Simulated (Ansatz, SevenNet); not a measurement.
For fluorite NiSi₂, the machine-learned potential SevenNet-l3i5 (trained on PBE and PBE+U data) gives:

```
Item                                    Result
------------------------------  --------------
equilibrium lattice constant a         5.435 Å
elastic constant C11                   169 GPa
elastic constant C44                  23.1 GPa
Voigt–Reuss–Hill shear modulus        17.2 GPa
enthalpy of formation           -0.361 eV/atom
```

What does r²SCAN (Ansatz, a program for electronic structure, PAW) give for the same quantities?


- lattice constant a: 5.386 Å (drops by 0.9 %)
- elastic constant C11: 202 GPa (rises by 20 %)
- elastic constant C44: 92.2 GPa (grows by 300 %)
- Voigt–Reuss–Hill shear modulus: 59.4 GPa (increases by 250 %)
- formation enthalpy: -0.352 eV/atom (moves by +0.009 eV/atom)

For comparison: lattice constant a 5.406 Å (measured, temperature not stated, no zero-point or thermal correction; as tabulated in Wikipedia's data pages).

Changes are worked out from the printed values.

Unless a cell is named, each level is at its own relaxed cell (SevenNet-l3i5 13.38, r²SCAN 13.02 Å³/atom).

The crystal itself was run without spin with r²SCAN.

Ansatz's density-functional and Hartree–Fock values are scalar-relativistic unless marked +SOC, with PAW data made under PBE.
